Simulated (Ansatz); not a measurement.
Consider CoSi₂ (space group Fm-3m, No. 225; a = 5.3597 Å; non-magnetic).

(Cell as relaxed with PBE.)

Levels (all Ansatz, a program for electronic structure, PAW): PBE (420 eV, no spin-orbit coupling); r2SCAN (500 eV, no SOC).

Each level relaxes its own structure.

```json
[
 {"quantity": "volume per atom", "PBE": "12.83 Å³", "r2SCAN": "?"},
 {"quantity": "lattice parameter a", "PBE": "5.360 Å", "r2SCAN": "?"},
 {"quantity": "band gap", "PBE": "zero", "r2SCAN": "?"}
]
```

**Question.** Given the PBE results, estimate those of r2SCAN.

**Answer.** 
- volume per atom, r2SCAN: 12.51 Å³
- lattice parameter a, r2SCAN: 5.315 Å
- band gap, r2SCAN: zero

PBE's volume per atom lies 0.32 Å³ above r2SCAN's (2.5 %); PBE's lattice parameter a lies 0.045 Å above r2SCAN's (0.8 %); the two agree on the band gap. Neither level is exact; r2SCAN is the comparison here, not a measurement.

Whether these cells are dynamically stable was not tested. Seeded moments were not kept for the base. All final runs are without spin polarisation. An odd electron count without spin: CoSi2.
